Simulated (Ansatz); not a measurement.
Take Cs in the bcc (W type) structure (space group Im-3m, No. 229; a = 6.275 Å) as the base.

The other end (x = 1) is K in the bcc (W type) structure (space group Im-3m, No. 229): 76.71 Å³/atom, gap zero.

Method: DFT with r2SCAN, PAW potentials and a 500 eV plane-wave cutoff in Ansatz (a quantum-chemistry and plane-wave program), no spin-orbit coupling, earlier PAW set.

K replaces a fraction x of Cs; each row is one arrangement (x, atoms in the cell, starting space group or random), fully relaxed.

One change was made to it. Results:

The band gap is still zero; the deviation of the volume from the linear (Vegard-type) interpolation amounts to -1.7 %.

What was done to the base?
(A) x(K) = 0.75, 4 atoms, Fm-3m
(B) x(K) = 0.5, 2 atoms, Cmmm
(C) x(K) = 0.333, 3 atoms, P-3m1

B, x(K) = 0.5, 2 atoms, Cmmm. For comparison, the deviation of the volume from the linear in the other runs: x(K) = 0.75, 4 atoms, Fm-3m gives -2.6 %; x(K) = 0.333, 3 atoms, P-3m1 gives -2.8 %.

Each cell is one ordered arrangement of few atoms, which overstates ordering effects compared with a random alloy. No phonon test of stability was made. The final runs are not spin-polarised. An odd electron count without spin: Cs2K. Under x(K) = 0.5, 2 atoms, Cmmm the cell changed shape so far that it is another structure.
